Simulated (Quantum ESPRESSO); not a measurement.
Input and output of a self-consistent single point for YCoSi₂ (Cmcm, 8 atoms in the cell) (Quantum ESPRESSO).

Method: PBEsol, PSlibrary PAW (PBE) pseudopotentials (plane waves; Quantum ESPRESSO 7.5).

```yaml
crystal:
  lattice:
    - [2.01550, -8.10734, 0.00000]
    - [2.01550, 8.10734, 0.00000]
    - [0.00000, 0.00000, 3.96168]
  atoms:
    - { symbol: Y, position: [0.89184, 0.10816, 0.25000] }
    - { symbol: Y, position: [0.10816, 0.89184, 0.75000] }
    - { symbol: Co, position: [0.67950, 0.32050, 0.25000] }
    - { symbol: Co, position: [0.32050, 0.67950, 0.75000] }
    - { symbol: Si, position: [0.54329, 0.45671, 0.25000] }
    - { symbol: Si, position: [0.45671, 0.54329, 0.75000] }
    - { symbol: Si, position: [0.25018, 0.74982, 0.25000] }
    - { symbol: Si, position: [0.74982, 0.25018, 0.75000] }
```

Reference input (self-consistent single point, DFT, PBEsol, plane waves, PSlibrary PAW (PBE) pseudopotentials): ecutwfc = 50 Ry; ecutrho = 350 Ry; occupations = smearing; smearing = mp; degauss = 0.019992 Ry; input_dft = pbesol; K_POINTS = automatic 5 5 5 1 1 1; conv_thr = 1e-10 Ry. This run's input differs from it in these lines:

```diff
@@ -13,4 +13,4 @@
    ntyp = 3
-   ecutwfc = 50
-   ecutrho = 350
+   ecutwfc = 57
+   ecutrho = 399
    occupations = 'smearing'
```

Output (repeated stretches shortened):

```
     Self-consistent Calculation

     iteration #  1     ecut=    57.00 Ry     beta= 0.70

---- Real-time Memory Report at c_bands before calling an iterative solver
           437 MiB given to the printing process from OS
           204 MiB allocation reported by mallinfo(arena+hblkhd)
------------------

     total energy              =   -1057.72675968 Ry
     estimated scf accuracy    <       2.65872084 Ry

     iteration #  2     ecut=    57.00 Ry     beta= 0.70

---- Real-time Memory Report at c_bands before calling an iterative solver
           563 MiB given to the printing process from OS
   [... lines left out ...]

---- Real-time Memory Report at c_bands before calling an iterative solver
           569 MiB given to the printing process from OS
           247 MiB allocation reported by mallinfo(arena+hblkhd)
------------------

     total energy              =   -1059.78755365 Ry
     estimated scf accuracy    <       0.00000001 Ry

     iteration # 15     ecut=    57.00 Ry     beta= 0.70

---- Real-time Memory Report at c_bands before calling an iterative solver
           569 MiB given to the printing process from OS
           247 MiB allocation reported by mallinfo(arena+hblkhd)
------------------
     End of self-consistent calculation

     the Fermi energy is    11.5919 ev

!    total energy              =   -1059.78755365 Ry
     estimated scf accuracy    <          2.1E-11 Ry
     smearing contrib. (-TS)   =      -0.00045665 Ry
     internal energy E=F+TS    =   -1059.78709700 Ry

      -> PAW hartree energy AE =     232.18492518 Ry
      -> PAW hartree energy PS =    -231.28179806 Ry
      -> PAW xc energy AE      =    -821.77556805 Ry
      -> PAW xc energy PS      =     119.14066673 Ry
      -> total E_H with PAW    =      72.80522875 Ry
      -> total E_XC with PAW   =    -827.61320563 Ry

     convergence has been achieved in  15 iterations

     Forces acting on atoms (cartesian axes, Ry/au):

     atom    1 type  1   force =     0.00000000    0.00313540    0.00000000
   [... lines left out ...]

     Total force =     0.007945     Total SCF correction =     0.000017

          total   stress  (Ry/bohr**3)                   (kbar)     P=      -29.35
  -0.00020210  -0.00000000   0.00000000          -29.73       -0.00        0.00
   0.00000000  -0.00019915   0.00000000            0.00      -29.30        0.00
   0.00000000   0.00000000  -0.00019728            0.00        0.00      -29.02

   JOB DONE.
```

The run converged in 15 iterations. Against the reference run the free energy falls by 4.7 meV/atom, the pressure goes from -3.17 to -2.93 GPa and the largest force hardly changes (0.116 to 0.117 eV/Å).

The starting cell comes from a database of computed structures (which also holds hypothetical and non-ambient phases and stackings), without a prior relaxation at this level. Its lattice was rescaled by a random factor within 2.5 % of one. Spin polarisation is off.

Cost on one core of a shared machine: roughly 8 min.
